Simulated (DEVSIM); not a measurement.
**Schottky contact on p-type Si**

Structure: Schottky contact on p-type Si, at 300 K.

```csv
layer (left to right),material,thickness (μm),Na (cm⁻³),τn (s),τp (s)
1,Si,17.0,1.2e17,7.1e-6,7.1e-6
2,Si,38.0,2.9e18,7.1e-6,7.1e-6
```

Left contact: Schottky, work function 4.254 eV, emission velocity 1.1e7 cm/s. Right contact: ohmic. Voltage is applied to the left contact. Recombination: SRH at mid-gap, radiative, Auger. Mobility is constant in doping.

The device is made up for the run: typed textbook-type constants, with dimensions and the other settings drawn at random. Values at 300 K.

| parameter | Si |
|---|---|
| gap (eV) | 1.124 |
| affinity (eV) | 4.05 |
| permittivity | 11.7 |
| Nc (cm⁻³) | 2.86e19 |
| Nv (cm⁻³) | 3.1e19 |
| μn (cm²/Vs) | 1417 |
| μp (cm²/Vs) | 470 |
| B (cm³/s) | 4.7e-15 |
| Cn (cm⁶/s) | 2.8e-31 |
| Cp (cm⁶/s) | 9.9e-32 |

Model (solved in DEVSIM): 1D drift-diffusion, Boltzmann statistics, complete ionisation; no tunnelling, impact ionisation, image-force lowering or self-heating. Metal contacts follow the ideal Schottky-Mott rule: no Fermi-level pinning, no interface dipoles.

```
Item                                             Value
---------------------------------------------  -------
Potential step across the device at zero bias  0.859 V
Dark forward voltage at 1 A/cm²                0.465 V
Dark forward voltage at 100 A/cm²              0.608 V
```

Dark forward current:

(V (V), J (A/cm²)): (-0.05, -9.9e-8); (-0.15, -5.4e-6); (-0.20, -3.8e-5); (-0.30, -0.0018); (-0.35, -0.012); (-0.45, -0.56); (-0.55, -22); (-0.60, -87); (-0.70, -380); (-0.80, -780); (-0.85, -1000); (-0.95, -1500); (-1.00, -1700); (-1.10, -2200)

Small-signal capacitance in reverse bias (quasi-static):

| V (V) | C (nF/cm²) |
|---|---|
| 0.04 | 112 |
| 0.1 | 108 |
| 0.2 | 102 |
| 0.3 | 97.3 |
| 0.4 | 93.0 |
| 0.6 | 85.8 |
| 0.8 | 80.1 |
